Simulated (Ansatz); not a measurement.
**TiSi2: pressure series**

The parent structure is TiSi2 (space group Cmcm, No. 63; a = 3.515 Å, b = 13.348 Å, c = 3.557 Å).

Cell and atoms are relaxed at each pressure.

Method: plane-wave PAW DFT at the PBEsol level (Ansatz, a first-principles code, 420 eV), spin-orbit coupling left out.

Notes on the quantities. enthalpy: H = E + PV relative to the base's energy.

| change | shortest interatomic distance | enthalpy |
|---|---|---|
| base | 239.4 pm | – |
| pressure 3 GPa | 238.6 pm | +0.26 eV/atom |
| pressure 7 GPa | 237.6 pm | +0.59 eV/atom |
| pressure 15 GPa | 235.9 pm | +1.24 eV/atom |
| pressure 30 GPa | 233.2 pm | +2.39 eV/atom |
| pressure 50 GPa | 230.4 pm | +3.82 eV/atom |
| pressure 75 GPa | 227.6 pm | +5.50 eV/atom |
| pressure 100 GPa | 225.4 pm | +7.07 eV/atom |

Load acts through the strain it causes; cell and atoms are relaxed under it. Whether these cells are dynamically stable was not tested. No other phases were tried under pressure. The final runs are not spin-polarised.
